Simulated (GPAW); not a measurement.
GPAW run on KMnF₃ (Pm-3m, 5 atoms in the cell): relaxation of cell and atoms.

Method of the run: LDA (Perdew-Wang 92), GPAW PAW datasets LDA (gpaw-data 1.0.1) (plane waves; GPAW 25.7.0).

```xyz
5
Lattice="4.1827 0.0000 0.0000 0.0000 4.1827 0.0000 0.0000 0.0000 4.1827" Properties=species:S:1:pos:R:3 pbc="T T T"
K      2.0913     2.0913     2.0913
Mn     0.0000     0.0000     0.0000
F      2.0913     0.0000     0.0000
F      0.0000     2.0913     0.0000
F      0.0000     0.0000     2.0913
```
Moments meant for the start (each program seeds them in its own way; μB, in the order of the atoms K Mn F F F): 0.0 4.0 0.0 0.0 0.0.

Reference input (self-consistent single point, DFT LDA (Perdew-Wang 92), plane waves, GPAW PAW datasets LDA (gpaw-data 1.0.1)): spinpol = true; mode = pw; ecut = 900 eV; xc = LDA; kpts = 4 4 4; mesh shift (steps) = 0 0 0; occupations.name = fermi-dirac; occupations.width = 0.02 eV; nbands = -6; convergence.bands = -4; symmetry.symmorphic = false; symmetry.tolerance = 0.0005. This run's input differs from it in these lines:

```diff
@@ -1,2 +1,4 @@
 from ase import Atoms
+from ase.filters import FrechetCellFilter
+from ase.optimize import BFGS
 from ase.units import GPa
@@ -23,3 +25,3 @@
             nbands=-6,
-            convergence={'bands': -4},
+            convergence={'density': 1e-05, 'bands': -4},
             symmetry={'symmorphic': False, 'tolerance': 0.0005},
@@ -29,2 +31,10 @@
 atoms.calc = calc
+
+target = FrechetCellFilter(atoms)
+
+opt = BFGS(target, logfile='-')
+converged = opt.run(fmax=0.02, steps=40)
+print('Relaxation converged:', converged)
+print('Cell:', atoms.cell.cellpar().round(4))
+print(atoms.get_scaled_positions().round(5))
```

Log, with long lists cut:

```
     iter     time        total  log10-change:  magmom
                         energy   eigst   dens
iter:   1 --:--:--   -32.196771   +0.19           +4.0103
iter:   2 --:--:--   -32.173488   -0.68  -1.30    +4.7031
iter:   3 --:--:--   -31.402843   -0.65  -1.34    +4.9960
iter:   4 --:--:--   -31.327964   -0.89  -1.55    +5.0222
iter:   5 --:--:--   -31.366215   -1.17  -1.69    +5.0062
iter:   6 --:--:--   -31.333525   -1.42  -2.15    +5.0064
iter:   7 --:--:--   -31.308529   -1.97  -2.35    +5.0019
iter:   8 --:--:--   -31.301195   -1.85  -2.34    +5.0008
iter:   9 --:--:--   -31.300221c  -2.15  -2.60    +5.0004
   [... lines left out ...]
iter:  13 --:--:--   -31.293761c  -5.07  -3.67    +5.0001
   [... 3 lines left out ...]
iter:  17 --:--:--   -31.293765c  -6.57  -4.24    +5.0000
iter:  18 --:--:--   -31.293767c  -6.52  -4.29    +5.0000
iter:  19 --:--:--   -31.293765c  -6.37  -4.33    +5.0000
iter:  20 --:--:--   -31.293763c  -6.37  -4.48    +5.0000
iter:  21 --:--:--   -31.293763c  -7.56c -4.47    +5.0000
iter:  22 --:--:--   -31.293764c  -7.52c -4.51    +5.0000
iter:  23 --:--:--   -31.293766c  -5.85  -4.65    +5.0000
iter:  24 --:--:--   -31.293764c  -6.82  -4.68    +5.0000
iter:  25 --:--:--   -31.293763c  -7.65c -5.12c   +5.0000
Converged after 25 iterations.

Dipole moment: (0.000000, -0.000000, -0.000000) |e|*Ang

Total magnetic moment: (0.000000, 0.000000, 5.000000)
Local magnetic moments:
   0 K  ( 0.000000,  0.000000,  0.000064)
   1 Mn ( 0.000000,  0.000000,  4.433033)
   2 F  ( 0.000000,  0.000000,  0.069145)
   3 F  ( 0.000000,  0.000000,  0.069145)
   4 F  ( 0.000000,  0.000000,  0.069145)

Energy contributions relative to reference atoms: (reference = -55893.018336)

Kinetic:        +30.371317
Potential:      -26.388212
External:        +0.000000
XC:             -34.675730
Entropy (-ST):   -0.000000
Local:           -0.601138
SIC:             +0.000000
--------------------------
Free energy:    -31.293763
Extrapolated:   -31.293763

Spin contamination: 0.001284 electrons
Showing only first 2 kpts
                      Up                     Down
   [... lines left out ...]
Fermi level: 5.05184
Gap: 0.704 eV
Direct gap: 1.557 eV
Initial magnetic moment: 4.000000
Occupation numbers: Fermi-Dirac:
Atomic positions and initial magnetic moments
Total magnetic moment: (0.000000, 0.000000, 5.000000)
Local magnetic moments:
Free energy:    -31.299202
Fermi level: 5.10393
   [... lines left out ...]
  2 F     0.00000    0.00000    0.00000
  3 F     0.00000    0.00000    0.00000
  4 F     0.00000    0.00000    0.00000

BFGS:    3 --:--:--      -31.324476        0.004186
Relaxation converged: True
Cell: [ 4.0971  4.0971  4.0971 90.     90.     90.    ]
[[0.5 0.5 0.5]
 [0.  0.  0. ]
 [0.5 0.  0. ]
 [0.  0.5 0. ]
 [0.  0.  0.5]]
Energy (eV): -31.324476
Stress (GPa, Voigt): [ 0.0488  0.0488  0.0488  0.      0.     -0.    ]
```

The run converged. GPAW prints stress with tension positive. 

Summary of the result:
- Free energy E − TS (from the program's reference atoms) = -31.3245 eV
- Top of the valence band (on the code's own zero) = 5.66 eV
- Gap on the k-point mesh = 0.56 eV
- Size of the cell's spin moment = 5.00 μB
- Site moments (μB, in the program's spheres or projections) = K 0.00, Mn 4.42, F 0.08, F 0.08, F 0.08
- Final cell = a = b = c = 4.0971 Å, α = β = γ = 90.00°
- Final volume per atom = 13.75 Å³
- Relaxation steps = 3

At such cutoffs GPAW's stress carries a finite-basis (Pulay) error, which enters relaxed cells too; its log prints stress with tension positive.

The starting cell comes from a database of computed structures (which also holds hypothetical and non-ambient phases and stackings), without a prior relaxation at this level. With one magnetic atom in the cell only a parallel order is possible. The relaxation keeps the symmetry of its start, so its end need not be a minimum.

Cost on one core of a shared machine: roughly 3 min.
